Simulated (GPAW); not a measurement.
A self-consistent single point of K (Im-3m, 1 atom in the cell) with GPAW.

Level of theory: PBE, GPAW PAW datasets PBE (gpaw-data 1.0.1) (plane waves; GPAW).

```
K
1.0
   -2.65320     2.65320     2.65320
    2.65320    -2.65320     2.65320
    2.65320     2.65320    -2.65320
K
1
Cartesian
  0.00000   0.00000   0.00000
```

Reference input (self-consistent single point, DFT PBE, plane waves, GPAW PAW datasets PBE (gpaw-data 1.0.1)): mode = pw; ecut = 600 eV; xc = PBE; kpts = 6 6 6; mesh shift (steps) = 0 0 0; occupations.name = fermi-dirac; occupations.width = 0.1 eV; nbands = -7; convergence.density = 1e-05 e/electron; convergence.energy = 1e-05 eV/electron; symmetry.symmorphic = false; symmetry.tolerance = 0.0005. This run's input differs from it in these lines:

```diff
@@ -13,4 +13,4 @@
             xc='PBE',
-            kpts={'size': (6, 6, 6), 'gamma': True},
-            occupations={'name': 'fermi-dirac', 'width': 0.1},
+            kpts={'size': (10, 10, 10), 'gamma': True},
+            occupations={'name': 'fermi-dirac', 'width': 0.02},
             nbands=-7,
```

Output (repeated stretches shortened):

```
     iter     time        total  log10-change:
                         energy   eigst   dens
iter:   1 --:--:--    -1.435847
iter:   2 --:--:--    -1.406952   -1.78  -1.34
iter:   3 --:--:--    -1.214035   -1.41  -1.37
iter:   4 --:--:--    -1.215120   -2.62  -1.69
iter:   5 --:--:--    -1.230199   -2.56  -1.73
iter:   6 --:--:--    -1.218169   -2.80  -1.99
iter:   7 --:--:--    -1.218063   -4.14  -2.88
iter:   8 --:--:--    -1.218039   -5.16  -2.96
iter:   9 --:--:--    -1.218039c  -6.33  -4.18
iter:  10 --:--:--    -1.218039c  -6.95  -4.05
iter:  11 --:--:--    -1.218039c  -7.09  -4.48
iter:  12 --:--:--    -1.218039c  -7.57c -4.36
iter:  13 --:--:--    -1.218039c  -9.06c -5.14c
Converged after 13 iterations.

Dipole moment: (-0.000000, 0.000000, -0.000000) |e|*Ang

Energy contributions relative to reference atoms: (reference = -16382.253218)

Kinetic:         -3.249974
Potential:       +3.783452
External:        +0.000000
XC:              -1.096725
Entropy (-ST):   -0.002062
Local:           -0.653760
SIC:             +0.000000
--------------------------
Free energy:     -1.219069
Extrapolated:    -1.218039

Showing only first 2 kpts
 Kpt  Band  Eigenvalues  Occupancy
  0     2    -14.64200    2.00000
  0     3    -14.64200    2.00000
  0     4     -1.17376    2.00000
  0     5      5.21191    0.00000

  1     2    -14.64405    2.00000
  1     3    -14.64199    2.00000
  1     4     -1.05140    2.00000
  1     5      5.01834    0.00000

Fermi level: 0.95151

No gap
No difference between direct/indirect transitions
Energy (eV): -1.218039

Forces in eV/Ang:
  0 K     0.00000   -0.00000   -0.00000

Stress tensor:
     0.000330    -0.000000    -0.000000
    -0.000000     0.000330     0.000000
    -0.000000     0.000000     0.000330
Stress (GPa, Voigt): [ 0.0528  0.0528  0.0528  0.     -0.     -0.    ]
```

The run converged in 13 iterations. GPAW prints stress with tension positive. Against the reference run the free energy rises by 7.9 meV/atom and the pressure hardly changes (-0.03 to -0.05 GPa).

The starting cell has typed, rounded lattice constants, without a prior relaxation at this level. Its lattice was rescaled by up to half a per cent.

Cost on one core of a shared machine: roughly 40 s.
